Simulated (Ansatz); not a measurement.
We consider PbSnS2 (R-3m, No. 166, 4 atoms in the cell; start mp-1218952), described by PBEsol in Ansatz (plane waves, PAW).

Numerical settings: plane-wave cutoff 520 eV, 10×10×10 k mesh, Fermi–Dirac smearing 0.01 eV, scalar-relativistic PAW data made under PBE.

Cell (relaxed at this level):

```xyz
4
Lattice="2.0587 1.1886 6.7269 -2.0587 1.1886 6.7269 0.0000 -2.3771 6.7269" Properties=species:S:1:pos:R:3 pbc="T T T"
Sn     0.0000     0.0000    10.0903
Pb     0.0000     0.0000     0.0000
S      0.0000     0.0000     4.9852
S      0.0000     0.0000    15.1954
```

### Question
Give the computed band gap, Γ–Γ gap and bulk modulus.

### Answer

band gap: 0.24 eV (on the SCF k mesh)
Γ–Γ gap: 0.32 eV
bulk modulus: 60.0 GPa

Note: the relaxation could not lower the start's symmetry, so the cell can be a saddle point above a distorted one; the bulk modulus is −V dP/dV from two relaxed cells at ±2 % in volume.

Spin–orbit coupling is not included; it can close the smallest gap of 0.24 eV.

Static lattice: no zero-point or thermal effects.

A start named mp-… is a Materials Project structure, which need not be a measured phase.

Ansatz is a first-principles code.
